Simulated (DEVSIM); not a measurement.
Device: Au/La2O3/n-Si capacitor, at 300 K.

| layer (left to right) | material | thickness (nm) | Nd (cm⁻³) |
|---|---|---|---|
| 1 | La2O3 | 8.90 | - |
| 2 | Si | 1100 | 2.6e17 |

Metal gate on the left, work function 5.1 eV. Fixed charge at the semiconductor interface 1.2e12 cm⁻² (in units of +e); no interface traps.

The device is made up for the run: typed textbook-type constants, with dimensions and the other settings drawn at random. Values at 300 K; Nc and Nv go as T^1.5, mobilities as T to minus their exponent, the gap by Varshni's rule with the affinity fixed.

```tsv
parameter	La2O3	Si
gap (eV)	5.8	1.124
affinity (eV)	1.8	4.05
permittivity	27	11.7
Nc (cm⁻³)	-	2.86e19
Nv (cm⁻³)	-	3.1e19
Varshni α (eV/K)	-	0.000473
Varshni β (K)	-	636
```

DEVSIM, 1D Poisson equation in equilibrium, Boltzmann statistics, complete ionisation; no quantum confinement or tunnelling. Metal contacts follow the ideal Schottky-Mott rule: no Fermi-level pinning, no interface dipoles.

Base results: capacitance of the dielectric stack (μF/cm²) 2.69; threshold voltage (band bending 2φF) (V) -0.12; minimum of the low-frequency capacitance (μF/cm²) 0.163; flat-band voltage (V) 0.86.

Task: What follows from this one change: interface trap density 0 → 2e+12 cm^-2 eV^-1?

Result: capacitance of the dielectric stack little changed (2.69 μF/cm²); threshold voltage (band bending 2φF) -0.12 → -0.18 V; minimum of the low-frequency capacitance 0.163 → 0.419 μF/cm²; flat-band voltage 0.86 → 0.91 V.

Task: What follows from this one change: temperature 300 → 450 K?

Result: capacitance of the dielectric stack little changed (2.69 μF/cm²); threshold voltage (band bending 2φF) -0.12 → 0.02 V; minimum of the low-frequency capacitance 0.163 → 0.203 μF/cm²; flat-band voltage 0.86 → 0.77 V.

Task: What follows from this one change: gate work function 5.1 → 5.25 eV?

Result: capacitance of the dielectric stack little changed (2.69 μF/cm²); threshold voltage (band bending 2φF) -0.12 → 0.02 V; minimum of the low-frequency capacitance 0.163 → 0.166 μF/cm²; flat-band voltage 0.86 → 1.01 V.

Task: What follows from this one change: La2O3 thickness 0.0089 → 0.0036 μm?

Result: capacitance of the dielectric stack 2.69 → 6.64 μF/cm²; threshold voltage (band bending 2φF) -0.12 → -0.02 V; minimum of the low-frequency capacitance 0.163 → 0.169 μF/cm²; flat-band voltage 0.86 → 0.90 V.

Task: What follows from this one change: substrate doping 2.6e+17 → 2.6e+16 cm^-3?

Result: capacitance of the dielectric stack little changed (2.69 μF/cm²); threshold voltage (band bending 2φF) -0.12 → 0.01 V; minimum of the low-frequency capacitance 0.163 → 0.0583 μF/cm²; flat-band voltage 0.86 → 0.80 V.
